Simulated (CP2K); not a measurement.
Band structure of ZnBi₃ (Pm-3m, 4 atoms in the cell).

```
CELL_PARAMETERS angstrom
      4.87316     0.00000     0.00000
      0.00000     4.87316     0.00000
      0.00000     0.00000     4.87316
ATOMIC_POSITIONS crystal
  Zn 0.00000 0.00000 0.00000
  Bi 0.00000 0.50000 0.50000
  Bi 0.50000 0.00000 0.50000
  Bi 0.50000 0.50000 0.00000
```

Computed with PBEsol, GPW, DZVP-MOLOPT-SR-GTH basis, GTH-PBE potentials (GTH_POTENTIALS) in CP2K.

Settings: CUTOFF = 600 Ry; REL_CUTOFF = 50 Ry; SMEAR/METHOD = FERMI_DIRAC; ELECTRONIC_TEMPERATURE = 580.23 K; KPOINTS/SCHEME = MONKHORST-PACK 7 7 7; XC_FUNCTIONAL = PBE:PBESOL; Zn/BASIS_SET = DZVP-MOLOPT-SR-GTH-q12; Zn/POTENTIAL = GTH-PBE-q12; Bi/BASIS_SET = DZVP-MOLOPT-SR-GTH-q5; Bi/POTENTIAL = GTH-PBE-q5; METHOD = GPW; EPS_DEFAULT = 1e-10; EXTRAPOLATION = USE_GUESS; NGRIDS = 5.

The starting cell comes from a database of computed structures (which also holds hypothetical and non-ambient phases and stackings), without a prior relaxation at this level. Spin-orbit coupling is off. Values carry the incompleteness of an atom-centred basis. The potentials were made for another functional than the one used.

Levels in eV from the Fermi level, bands 10 to 15:
| point | 10 | 11 | 12 | 13 | 14 | 15 |
|---|---|---|---|---|---|---|
| Γ | -3.80 | -3.80 | -2.30 | 1.08 | 1.08 | 1.08 |
| X | -2.49 | -2.49 | -1.32 | -1.32 | -0.50 | -0.48 |
| M | -2.62 | -1.25 | -1.25 | -0.93 | -0.51 | -0.51 |
| R | -4.33 | -4.33 | -4.33 | -3.02 | 4.09 | 4.09 |

Bands cross the Fermi level along this path, so the cell is metallic at this level.

Higher empty bands are left out: an atom-centred basis made for the valence describes them poorly.
